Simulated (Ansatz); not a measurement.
Consider O vacancy in bixbyite In2O3, neutral cell. Computed with PBE, PAW (plane waves to 420 eV; Ansatz, a program for electronic structure).

80-site cell at the relaxed PBE lattice, one k-point at (0.250, 0.250, 0.250), smearing 0.01 eV, spin-restricted, no finite-size correction. Static, classical nuclei. The charge state is imposed; whether it is stable for some Fermi level was not computed. Forms of the defect that were not tried may lie lower.

Barriers: single points on a 2×2×2 k-point mesh shifted by half a step at the bands' geometries.

The step: a nearby O atom hops onto the vacant site. Atoms about the jump, Cartesian Å from the middle of the jump, before and after:

| atom | x0 | y0 | z0 | x1 | y1 | z1 |
|---|---|---|---|---|---|---|
| O1 | -1.18 | -1.18 | -0.23 | 1.18 | 1.18 | 0.23 |
| In2 | 0.15 | -0.44 | 1.40 | 0.30 | -0.32 | 1.48 |
| In3 | 0.13 | 2.59 | -1.30 | 0.19 | 2.54 | -1.21 |
| O4 | -1.18 | 1.08 | -2.20 | -1.14 | 1.01 | -2.13 |
| In5 | -2.75 | -0.05 | -1.21 | -2.78 | -0.01 | -1.25 |
| O6 | 1.62 | -1.47 | 0.15 | 1.50 | -1.62 | 0.15 |
| In7 | 2.47 | -0.09 | -1.30 | 2.41 | -0.04 | -1.22 |
| O8 | -0.73 | 1.20 | 2.41 | -0.79 | 1.19 | 2.53 |
| O9 | 1.61 | 1.52 | -2.49 | 1.62 | 1.53 | -2.57 |
| O10 | -1.26 | 3.51 | 0.12 | -1.25 | 3.55 | 0.15 |
| In11 | 0.18 | -2.61 | -1.23 | 0.25 | -2.70 | -1.26 |
| O12 | 1.19 | -1.28 | -2.68 | 1.17 | -1.28 | -2.66 |
| O13 | -3.57 | 1.54 | 0.14 | -3.53 | 1.56 | 0.14 |
| In14 | -2.40 | 2.54 | 1.69 | -2.39 | 2.55 | 1.70 |
| O15 | -1.26 | -1.64 | 2.58 | -1.22 | -1.59 | 2.44 |
| In16 | 0.17 | 0.28 | -3.79 | 0.20 | 0.28 | -3.80 |
| O17 | 1.55 | 3.84 | -0.21 | 1.54 | 3.98 | -0.22 |
| O18 | -3.99 | -1.25 | 0.22 | -3.81 | -1.25 | 0.23 |

**Question.** Give the saddle-point geometry and the barrier.

**Answer.** 
```csv
atom,x,y,z
O1,-0.28,0.45,-0.27
In2,0.26,-0.36,1.52
In3,0.03,2.40,-1.21
O4,-1.30,1.07,-2.47
In5,-2.64,0.06,-1.20
O6,1.61,-1.60,0.16
In7,2.39,-0.12,-1.28
O8,-0.74,1.22,2.53
O9,1.58,1.49,-2.50
O10,-1.29,3.57,0.14
In11,0.29,-2.69,-1.24
O12,1.18,-1.33,-2.70
O13,-3.59,1.57,0.15
In14,-2.38,2.54,1.71
O15,-1.22,-1.62,2.48
In16,0.18,0.27,-3.84
O17,1.52,3.76,-0.20
O18,-3.73,-1.23,0.24
```
It lies 1.41 eV above the start and 1.41 eV above the end. The saddle point's order was not checked.
